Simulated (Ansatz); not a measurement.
**GaN, response to strain and stress**

The parent structure is GaN in the zinc blende structure (space group F-43m, No. 216; a = 4.498 Å). Axes: x, y, z lie along the cube axes.

Strains are applied to the cell and any free atomic positions relax; under stress the whole cell relaxes.

The values are results of r2SCAN/PAW in Ansatz (an electronic-structure program), no spin-orbit coupling, not measurements.

Candidates:
(a) uniaxial stress, 0.5 GPa tension along x
(b) uniaxial strain ε_xx = −5.93 %
(c) uniaxial strain ε_yy = −2.52 %

For the base:

- Band gap: 2.17 eV

Problem. Order them by band gap, highest first.

Solution. (b) uniaxial strain ε_xx = −5.93 % (2.40 eV), (c) uniaxial strain ε_yy = −2.52 % (2.26 eV), (a) uniaxial stress, 0.5 GPa tension along x (2.16 eV)

Stability under load was not tested beyond the relaxation. This is not the structure that GaN has at room temperature and ambient pressure.
